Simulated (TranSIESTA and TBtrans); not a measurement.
# In chain bridged by a linear C6 unit along the axis

Junction: In chain bridged by a linear C6 unit along the axis. Leads: straight In chain, spacing 2.9 Å. Geometry: 8 atoms about the centre moved by SIESTA (PBE, DZP) to a largest force of 0.03 eV/Å, all others as built, motion along the axis alone.

TranSIESTA and TBtrans, PBE, DZP numerical orbitals (energy shift 0.15 eV), PseudoDojo norm-conserving scalar-relativistic potentials, mesh cutoff 200 Ry, 300 K, no spin polarisation, no spin-orbit coupling; self-consistent non-equilibrium Green functions.

| Property | Value |
|---|---|
| Conductance at 300 K (G0 = 2e²/h) | 1.31 |
| Thermopower (μV/K) | -12 |
| Mean T from −0.5 to 0.5 eV | 0.82 |

Energies count from the leads' Fermi level. Transmissions are for one spin of a degenerate pair. The energy step is 0.01 eV; narrower resonances are cut or missed.

```csv
E (eV),T,lead channels
-2.00,3.2e-5,1
-1.90,3.0e-5,1
-1.80,2.5e-5,1
-1.70,0,0
-1.60,0,0
-1.50,0,0
-1.40,0,0
-1.30,1.7e-6,1
-1.20,9.5e-6,1
-1.10,1.3e-5,1
-1.00,1.6e-5,1
-0.90,1.7e-5,1
-0.80,1.8e-5,1
-0.70,1.9e-5,1
-0.60,2.0e-5,1
-0.50,2.0e-5,1
-0.40,2.0e-5,1
-0.30,2.1e-5,1
-0.20,2.5e-5,1
-0.10,0.91,3
0.00,1.35,3
0.10,1.37,3
0.20,1.32,3
0.30,1.30,3
0.40,1.33,3
0.50,1.41,3
0.60,1.52,3
0.70,1.65,3
0.80,1.77,3
0.90,1.87,3
1.00,1.94,3
1.10,1.98,3
1.20,1.99,3
1.30,2.00,3
1.40,2.00,3
1.50,1.99,3
1.60,1.98,3
1.70,1.98,3
1.80,1.97,3
1.90,1.97,3
2.00,1.96,3
```

The straight chain is held at its spacing; free chains may zigzag or dimerise. No spin-polarised start was tried, so a magnetic state, if there is one, is missed.
